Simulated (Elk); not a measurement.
Band structure of YbZnPb (P6_3mc, 6 atoms in the cell).

```yaml
crystal:
  lattice:
    - [4.75572, 0.00000, 0.00000]
    - [-2.37786, 4.11857, 0.00000]
    - [0.00000, 0.00000, 7.57824]
  atoms:
    - { symbol: Yb, position: [0.00000, 0.00000, 0.75766] }
    - { symbol: Yb, position: [0.00000, 0.00000, 0.25766] }
    - { symbol: Zn, position: [0.66667, 0.33333, 0.94147] }
    - { symbol: Zn, position: [0.33333, 0.66667, 0.44147] }
    - { symbol: Pb, position: [0.66667, 0.33333, 0.54186] }
    - { symbol: Pb, position: [0.33333, 0.66667, 0.04186] }
```

Level of theory: PBEsol, all-electron FP-LAPW, Elk's shipped species files, APW+lo basis with extra local orbitals run with Elk 10.2.4.

Settings: xctype = 22; rgkmax = 7.5; stype = 0; swidth = 0.00499791 Ha; ngridk = 6 6 3; gmaxvr = 14 1/bohr; nxlo = 2; lorbcnd = true; rmtscf = 0.97; lmaxi = 3; maxscl = 100.

The starting cell comes from a database of computed structures (which also holds hypothetical and non-ambient phases and stackings), without a prior relaxation at this level. Spin-orbit coupling is off. Spin polarisation is off. Values depend on the basis (sphere radii, cutoffs, local orbitals), which need not be converged.

Levels in eV from the Fermi level, bands 53 to 60:
```json
[
 {"point": "Γ", "53": "-0.28", "54": "-0.09", "55": "0.15", "56": "0.32", "57": "1.07", "58": "1.07", "59": "1.07", "60": "1.07"},
 {"point": "M", "53": "-0.30", "54": "-0.29", "55": "-0.28", "56": "-0.22", "57": "-0.21", "58": "1.19", "59": "2.34", "60": "2.59"},
 {"point": "K", "53": "-0.30", "54": "-0.28", "55": "-0.27", "56": "-0.27", "57": "1.12", "58": "1.99", "59": "2.27", "60": "2.27"},
 {"point": "A", "53": "-0.17", "54": "-0.17", "55": "-0.17", "56": "-0.17", "57": "0.45", "58": "0.45", "59": "1.68", "60": "1.68"},
 {"point": "L", "53": "-0.29", "54": "-0.29", "55": "-0.24", "56": "-0.24", "57": "0.54", "58": "0.54", "59": "0.97", "60": "0.97"},
 {"point": "H", "53": "-0.30", "54": "-0.30", "55": "-0.22", "56": "-0.22", "57": "0.97", "58": "0.97", "59": "2.50", "60": "2.50"}
]
```

Bands cross the Fermi level along this path, so the cell is metallic at this level.
